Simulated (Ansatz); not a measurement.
**A computed series for Li2S: response to strain**

Base system: Li$_{2}$S in the anti-fluorite structure (space group Fm-3m, No. 225).

```
Li2S
1.0
    0.00000     2.82746     2.82746
    2.82746     0.00000     2.82746
    2.82746     2.82746     0.00000
Li S
2 1
Direct
  0.25000   0.25000   0.25000
  0.75000   0.75000   0.75000
  0.00000   0.00000   0.00000
```

Cartesian axes are those of the cell as printed.

Strains are applied to the cell and any free atomic positions relax; under biaxial strain the out-of-plane vector relaxes too.

Level of theory: plane-wave PAW DFT at the PBEsol level (Ansatz, a quantum-chemistry and plane-wave program, 420 eV), without spin-orbit coupling.

Candidates:
(a) biaxial strain −3.00 %, plane normal [001], relaxed out of plane
(b) biaxial strain +1.50 %, plane normal [001], relaxed out of plane
(c) biaxial strain +1.00 %, plane normal [001], relaxed out of plane
(d) biaxial strain −2.50 %, plane normal [001], relaxed out of plane

Base values:

The band gap comes out as 3.20 eV.

Problem. Order them by band gap, lowest first.

Solution. (a) biaxial strain −3.00 %, plane normal [001], relaxed out of plane (3.04 eV), (d) biaxial strain −2.50 %, plane normal [001], relaxed out of plane (3.07 eV), (b) biaxial strain +1.50 %, plane normal [001], relaxed out of plane (3.12 eV), (c) biaxial strain +1.00 %, plane normal [001], relaxed out of plane (3.14 eV)

Stability against distortions was not tested.
